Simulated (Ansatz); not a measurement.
The parent structure is BeSe in the zinc blende structure (space group F-43m, No. 216).

```xyz
2
Lattice="0.0000 2.5889 2.5889 2.5889 0.0000 2.5889 2.5889 2.5889 0.0000" Properties=species:S:1:pos:R:3 pbc="T T T"
Se     3.8833     3.8833     3.8833
Be     0.0000     0.0000     0.0000
```

Computed with PBE/PAW in Ansatz (a first-principles code), no spin-orbit coupling.

For the base:

| Quantity | Value |
|---|---|
| Gap character | indirect, Γ → X |
| Gap between the host's bands | 2.67 eV |

Now apply this change: electron doping at 5.0×10^20 cm⁻³ (0.0174 per cell), with a uniform compensating background at fixed cell and a 300 K Fermi–Dirac width.

Question: Predict the new Fermi level from band edge.

Answer: The Fermi level relative to the doped band's edge (positive inside the band; to 0.05 eV) amounts to +0.25 eV.

Question: Predict the new gap character.

Answer: The gap character remains indirect, Γ → X.

Question: What happens to the gap between the host's bands?

Answer: The gap between the host's bands decreases by 0.01 eV to 2.66 eV.

Charged cell with a jellium background: band edges are those of the host's band count, energies are not comparable with the neutral cell, and many-body gap narrowing is missing. No phonon test of stability was made.
